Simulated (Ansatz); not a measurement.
Be4NiAl (F-43m): band-structure transport figures

Consider the following.

```
CELL_PARAMETERS angstrom
      0.00000     2.99451     2.99451
      2.99451     0.00000     2.99451
      2.99451     2.99451     0.00000
ATOMIC_POSITIONS crystal
  Be 0.37382 0.37382 0.37382
  Be 0.87855 0.37382 0.37382
  Be 0.37382 0.37382 0.87855
  Be 0.37382 0.87855 0.37382
  Al 0.75000 0.75000 0.75000
  Ni 0.00000 0.00000 0.00000
```

Computed with PBEsol, rigid bands (plane waves, PAW, scalar-relativistic; Ansatz, a first-principles code). Cell: cell and atoms relaxed with PBEsol.

- density of states at the Fermi level = 1.29 states/(eV·cell), both spins
- bare Sommerfeld coefficient = 0.51 mJ/(mol of atoms·K²)
- Drude plasma energy = 5.1 eV
- root-mean-square Fermi velocity = 6.5e5 m/s
- resistivity times τ = 18.5 ×10⁻²² Ω·m·s

A metal at this level (no band gap); rigid bands, thermally averaged at 300 K, both spins. Spin-orbit coupling is left out. τ is one relaxation time for all states.

Computed structure, not matched to a measured one here, so possibly hypothetical: Be4NiAl (F-43m). Treated as nonmagnetic (a ferromagnetic start lost its moment, other orders weren't tried): Be4NiAl (F-43m).
